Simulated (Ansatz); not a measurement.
Structures of equal composition on the (111) surface of fcc Ag: (√3x√3)R30°, one Ag adatom; one added row of Ag in 3. The slabs share one bottom face, and each structure is named by its start. These are constructed structures in small cells; real faces may alloy, dewet or reconstruct in larger ones, and not all known structures of the face are among them. Slabs of about 12 Å, Fermi-Dirac smearing of 0.1 eV. Bottom of the slabs: a bare face, its two planes held. Relaxed from the named starts with such symmetry as they have, on meshes of like density; energies extrapolated to zero smearing; spin only where a row says so; no spin-orbit coupling, no U. Brackets mark spin-polarised runs, whose order is one that fits the cell. The cells differ, so small differences also carry the error of unlike k-meshes.

Calculation: PBE (plane waves to 420 eV, PAW; Ansatz, a first-principles code).

Q: Order them by energy per 1x1 cell (lowest first) at the level PBE.

A: one added row of Ag in 3 (0.00 eV), (√3x√3)R30°, one Ag adatom (0.09 eV)
